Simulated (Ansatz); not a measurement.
System: ZnS (P3m1, No. 156, 20 atoms in the cell; start mp-557308; another space group than a measured phase of this formula). Method: LDA (PAW; Ansatz, a program for electronic structure).

Input file:

Ansatz 0.2 input:
```yaml
crystal:
  lattice:
    - [3.7863158057, 0.0, 0.0]
    - [-1.8931579029, 3.2790456745, 0.0]
    - [0.0, 0.0, 30.9465661347]
  atoms:
    - { symbol: Zn, position: [0.0, 0.0, 0.5999068412] }
    - { symbol: Zn, position: [0.6666666667, 0.3333333333, 0.200117165] }
    - { symbol: Zn, position: [0.6666666667, 0.3333333333, 0.7999304844] }
    - { symbol: Zn, position: [0.3333333333, 0.6666666667, 0.6998467194] }
    - { symbol: Zn, position: [0.0, 0.0, 0.300064071] }
    - { symbol: Zn, position: [0.0, 0.0, 0.0000874611] }
    - { symbol: Zn, position: [0.3333333333, 0.6666666667, 0.9000381854] }
    - { symbol: Zn, position: [0.6666666667, 0.3333333333, 0.4999590902] }
    - { symbol: Zn, position: [0.3333333333, 0.6666666667, 0.1002034824] }
    - { symbol: Zn, position: [0.3333333333, 0.6666666667, 0.4000113301] }
    - { symbol: S, position: [0.0, 0.0, 0.0751696027] }
    - { symbol: S, position: [0.0, 0.0, 0.674854729] }
    - { symbol: S, position: [0.3333333333, 0.6666666667, 0.9749462331] }
    - { symbol: S, position: [0.3333333333, 0.6666666667, 0.4749603502] }
    - { symbol: S, position: [0.6666666667, 0.3333333333, 0.5749078105] }
    - { symbol: S, position: [0.3333333333, 0.6666666667, 0.7747868203] }
    - { symbol: S, position: [0.6666666667, 0.3333333333, 0.275064938] }
    - { symbol: S, position: [0.3333333333, 0.6666666667, 0.1751202073] }
    - { symbol: S, position: [0.0, 0.0, 0.3750126732] }
    - { symbol: S, position: [0.6666666667, 0.3333333333, 0.8750118055] }
basis:
  ecutwfc: 520
  ecutrho_ratio: 4
  xc_grid: 2
kpoints:
  mp_grid: { grid: [12, 12, 2] }
  band_path:
    path:
      - [0.0, 0.0, 0.0]
      - [0.055556, 0.0, 0.0]
      - [0.111111, 0.0, 0.0]
      - [0.166667, 0.0, 0.0]
      - [0.222222, 0.0, 0.0]
      - [0.277778, 0.0, 0.0]
      - [0.333333, 0.0, 0.0]
      - [0.388889, 0.0, 0.0]
      - [0.444444, 0.0, 0.0]
      - [0.5, 0.0, 0.0]
      - [0.466667, 0.066667, 0.0]
      - [0.433333, 0.133333, 0.0]
      - [0.4, 0.2, 0.0]
      - [0.366667, 0.266667, 0.0]
      - [0.333333, 0.333333, 0.0]
      - [0.30303, 0.30303, 0.0]
      - [0.272727, 0.272727, 0.0]
      - [0.242424, 0.242424, 0.0]
      - [0.212121, 0.212121, 0.0]
      - [0.181818, 0.181818, 0.0]
      - [0.151515, 0.151515, 0.0]
      - [0.121212, 0.121212, 0.0]
      - [0.090909, 0.090909, 0.0]
      - [0.060606, 0.060606, 0.0]
      - [0.030303, 0.030303, 0.0]
      - [0.0, 0.0, 0.5]
      - [0.055556, 0.0, 0.5]
      - [0.111111, 0.0, 0.5]
      - [0.166667, 0.0, 0.5]
      - [0.222222, 0.0, 0.5]
      - [0.277778, 0.0, 0.5]
      - [0.333333, 0.0, 0.5]
      - [0.388889, 0.0, 0.5]
      - [0.444444, 0.0, 0.5]
      - [0.5, 0.0, 0.5]
      - [0.466667, 0.066667, 0.5]
      - [0.433333, 0.133333, 0.5]
      - [0.4, 0.2, 0.5]
      - [0.366667, 0.266667, 0.5]
      - [0.333333, 0.333333, 0.5]
      - [0.30303, 0.30303, 0.5]
      - [0.272727, 0.272727, 0.5]
      - [0.242424, 0.242424, 0.5]
      - [0.212121, 0.212121, 0.5]
      - [0.181818, 0.181818, 0.5]
      - [0.151515, 0.151515, 0.5]
      - [0.121212, 0.121212, 0.5]
      - [0.090909, 0.090909, 0.5]
      - [0.060606, 0.060606, 0.5]
      - [0.030303, 0.030303, 0.5]
    npoints: 1
hamiltonian:
  xc: lda
  dispersion: none
  pseudopotentials: { kind: paw }
scf:
  occupations: { method: fermi_dirac, width: 0.01 }
  convergence: { dr2_threshold: 0.000000002 }
output:
  forces: true
  stress: true
  eigenvalues: true
  write_bands: true
```

Question: How many irreducible k-points, plane waves at Γ does the program set up, and what pressure does the run end with?

Answer: 38 irreducible k-points, 10249 plane waves at Γ; P = -2.71 GPa, so the cell is stretched on average and its volume would shrink at this level.

Output (set-up and result lines):

```
Crystal: 20 atoms, lattice volume = 384.217 Å³
Basis set: ecut = 520 eV, 10249 PW (Γ), exchange–correlation on 60×60×480 points (8 copies of the dense FFT grid, shifted against one another)
Bands: 110, of which v1, the nominal top of the filled ones, is band 90 counted from 1 (89 counted from 0)
Symmetry: 6 space group operations
Space group: P3m1 (ITA 156), of the structure as read, at distance tolerance 7.3e-5 Å
k-points: 38 of 288 (time reversal used)
Functional: x = slater, c = lda
SCF iter   1: F=—  HF=-41174.352262 eV  |F-HF|=—  |Δ(HF+E_count)|=         —  Δρ=7.18e-3  dr2=1.90e-1
SCF iter   2: F=—  HF=-41174.306123 eV  |F-HF|=—  |Δ(HF+E_count)|=   4.61e-2  Δρ=3.24e-3  dr2=4.64e-2
  ...
SCF iter   9: F=—  HF=-41174.290880 eV  |F-HF|=—  |Δ(HF+E_count)|=   5.41e-8  Δρ=2.56e-6  dr2=1.77e-8
SCF iter  10: F=-41174.290880 eV  HF=-41174.290880 eV  |F-HF|=6.98e-10  |Δ(HF+E_count)|=   2.87e-9  Δρ=5.77e-7  dr2=1.16e-9
SCF 1 converged in 10 iterations: F = -41174.290880 eV  dr2 = 1.16e-9
SCF converged after 10 iterations
Free energy (F): -41174.290880 eV
Internal energy: -41174.290880 eV  (E = F + TS)
E sigma→0 (E₀):  -41174.290880 eV
Fermi energy:    6.858312 eV
--- Stress (GPa, compression-positive) ---
       -2.712806       0.000000      -0.000000
        0.000000      -2.712806       0.000000
       -0.000000       0.000000      -2.705913
  P = ⅓ Tr σ = -2.7105 GPa (-27.105 kbar)
```

The PAW data were made under PBE.

Note: cell and atoms aren't relaxed at this level (pressure -2.7 GPa).

The result took about 10 core-minutes (a rough figure).

A start named mp-… is a Materials Project structure, which need not be a measured phase.
